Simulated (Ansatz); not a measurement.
Input and output of a self-consistent single point for NbHO3 (P1, 20 atoms in the cell) (Ansatz, an electronic-structure program).

Method of the run: PBEsol, default PAW files made with PBE (plane waves; Ansatz).

```
CELL_PARAMETERS angstrom
      6.74508     0.00000     0.00000
     -2.29698     6.37770     0.00000
     -2.12323    -3.23655     5.56687
ATOMIC_POSITIONS crystal
  Nb 0.49905 0.48802 0.52019
  Nb 0.01891 0.50563 0.04208
  Nb 0.48220 0.99891 0.01352
  Nb 0.99564 0.02159 0.50610
  H  0.59944 0.70037 0.10707
  H  0.40648 0.29206 0.89393
  H  0.50374 0.90010 0.60192
  H  0.89378 0.60066 0.47985
  O  0.29664 0.49818 0.20220
  O  0.69465 0.50438 0.78980
  O  0.68830 0.87630 0.18208
  O  0.30459 0.11580 0.80649
  O  0.50385 0.81108 0.68855
  O  0.49923 0.21211 0.29014
  O  0.07898 0.79090 0.29153
  O  0.90537 0.19589 0.69650
  O  0.21086 0.71552 0.91180
  O  0.78947 0.28103 0.07777
  O  0.19643 0.28655 0.49018
  O  0.82002 0.70167 0.51097
```

Reference input (self-consistent single point, DFT, PBEsol, plane waves, default PAW files made with PBE): basis.ecutwfc = 420 eV; kpoints.mp_grid.grid = 3 3 3; hamiltonian.xc = pbesol; hamiltonian.pseudopotentials = {kind: paw} (the program's default PAW files); scf.occupations.method = fixed. This run's input differs from it in these lines:

Ansatz 0.2 input:
```diff
@@ -29,2 +29,3 @@
   ecutwfc: 420.0
+  ecutrho_ratio: 2
 kpoints:
```

Output, abridged:

```
SCF iter   1: F=—  HF=-24786.615750 eV  |F-HF|=—  |Δ(HF+E_count)|=         —  Δρ=1.74e-2  dr2=6.60e-1  ethr=1.77e-3  ⟨swp⟩=5.0  Hψ=3931  notcnv=0  defer=249
all-band conjugate gradients solve this SCF's bands
preconditioner: auto → Resta (q_TF=auto, 2.458 Å⁻¹)
SCF iter   2: F=—  HF=-24786.517252 eV  |F-HF|=—  |Δ(HF+E_count)|=   9.85e-2  Δρ=8.45e-3  dr2=1.76e-1  ethr=5.15e-4  ⟨swp⟩=2.0  Hψ=1888  notcnv=0  defer=248
   [... lines left out ...]
SCF iter   8: F=—  HF=-24786.486144 eV  |F-HF|=—  |Δ(HF+E_count)|=   6.04e-6  Δρ=3.65e-5  dr2=3.73e-6  ethr=7.62e-9  ⟨swp⟩=2.0  Hψ=1470  notcnv=0  defer=210
SCF iter   9: F=—  HF=-24786.486146 eV  |F-HF|=—  |Δ(HF+E_count)|=   1.50e-6  Δρ=2.41e-5  dr2=1.44e-6  ethr=2.91e-9  ⟨swp⟩=2.0  Hψ=1578  notcnv=0  defer=210
SCF iter  10: F=—  HF=-24786.486146 eV  |F-HF|=—  |Δ(HF+E_count)|=   3.61e-9  Δρ=6.30e-6  dr2=1.09e-7  ethr=1.12e-9  ⟨swp⟩=2.0  Hψ=1482  notcnv=0  defer=210
SCF iter  11: F=-24786.486146 eV  HF=-24786.486146 eV  |F-HF|=2.85e-8  |Δ(HF+E_count)|=   1.02e-7  Δρ=5.31e-6  dr2=7.17e-8  ethr=7.81e-11  ⟨swp⟩=12.0  Hψ=5672  notcnv=0
SCF 1 converged in 11 iterations: F = -24786.486146 eV  dr2 = 7.17e-8
Free energy (F): -24786.486146 eV
Internal energy: -24786.486146 eV  (E = F + TS)
E sigma→0 (E₀):  -24786.486146 eV
Fermi energy:    4.865830 eV
--- Forces (eV/Å), atoms counted from 1 ---
  atom   1  Nb     0.16499558    -0.41347047     0.21630100
  atom   2  Nb     0.03395618    -0.26150445     0.51097765
  atom   3  Nb    -0.36828891    -0.13373542     0.11117441
  atom   4  Nb    -0.14022478     0.25965541     0.14844483
  atom   5  H     -0.06056566    -0.21030343    -0.06592585
  atom   6  H      0.09634026     0.17242893     0.03286503
  atom   7  H      0.02827445     0.15362715    -0.07555813
  atom   8  H      0.08322079    -0.00184534    -0.15804308
  atom   9  O     -0.54001756     0.04941079    -0.02827830
   [... lines left out ...]
        0.327202      -0.233234      -7.256824
  P = ⅓ Tr σ = -7.6162 GPa (-76.162 kbar)
  The stress holds the Pulay correction, which leaves out the density cutoff's part. Without it, at fixed plane waves, as pw.x and ABINIT print it …
settings of this run that can trade accuracy for cost: basis.ecutrho_ratio < 4. Do not mix this run's numbers with those of runs without the same settings …
```

The run converged in 11 iterations. Against the reference run the free energy falls by 3.7 meV/atom, the pressure goes from -8.23 to -7.62 GPa, the largest force goes from 0.731 to 0.742 eV/Å and the gap on the mesh stays at 2.607 eV. The full log also holds: “WARN basis.ecutrho_ratio = 2 (ecutrho = 840 eV) is below the records' recommended cutoff”.

The starting cell comes from a database of computed structures (which also holds hypothetical and non-ambient phases and stackings), without a prior relaxation at this level. Ansatz's pressure includes its estimate of the finite-basis (Pulay) stress. Without the estimate this run gives -8.32 GPa. The cutoff lies below the one recommended for these files.

Cost on one core of a shared machine: roughly 30 s.
